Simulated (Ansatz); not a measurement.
## Thickness series in hypothetical rock salt SbN

The reference is SbN in the rock salt structure (space group Fm-3m, No. 225; a hypothetical phase, not in the database extracts checked).

```
SbN
1.0
    0.00000     2.49120     2.49120
    2.49120     0.00000     2.49120
    2.49120     2.49120     0.00000
N Sb
1 1
Direct
  0.00000   0.00000   0.00000
  0.50000   0.50000   0.50000
```

Cartesian axes are those of the cell as printed.

Free-standing slabs (2 atom(s) a layer) normal to the z axis with 15 Å of vacuum; in-plane cell held at bulk.

Level of theory: Ansatz (a quantum-chemistry and plane-wave program) PBE, without spin-orbit coupling.

Question: Only one of these has no band gap. Which?
(A) 3 layers
(B) 2 layers
(C) 4 layers

Answer: A, 3 layers. Computed: 2 layers: 1.09 eV; 3 layers: zero; 4 layers: 0.99 eV

With Sb present, leaving out spin-orbit coupling can change the band edges. Stability against distortions was not tested. All final runs are without spin polarisation. The zero or small gap of SbN can change with the level of theory.
